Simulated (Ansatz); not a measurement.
Consider GaSb in the zinc blende structure (space group F-43m, No. 216; a = 6.132 Å). Axes: x, y, z lie along the cube axes.

Calculations: r2SCAN (Ansatz, an electronic-structure program, PAW, spin-orbit coupling left out).

Strains are applied to the cell and any free atomic positions relax; under biaxial strain the out-of-plane vector relaxes too.

One change was made to it. Results:

The pressure (mean of the normal stresses, compression positive) grows by 1.89 GPa (0.01 GPa → 1.90 GPa); the shortest interatomic distance shrinks by 0.067 bohr (5.018 bohr → 4.951 bohr); the energy increases by 10 meV/atom.

**Question.** Which change produced these results?
A. biaxial strain −2.08 %, plane normal [111], relaxed out of plane
B. biaxial strain −1.25 %, plane normal [111], relaxed out of plane
C. biaxial strain −0.42 %, plane normal [111], relaxed out of plane
D. biaxial strain −2.50 %, plane normal [111], relaxed out of plane

**Answer.** A, biaxial strain −2.08 %, plane normal [111], relaxed out of plane. For comparison, the energy relative to the base in the other runs: biaxial strain −1.25 %, plane normal [111], relaxed out of plane gives +3.7 meV/atom; biaxial strain −2.50 %, plane normal [111], relaxed out of plane gives +15 meV/atom; biaxial strain −0.42 %, plane normal [111], relaxed out of plane gives +0.4 meV/atom.

No phonon test of stability was made.
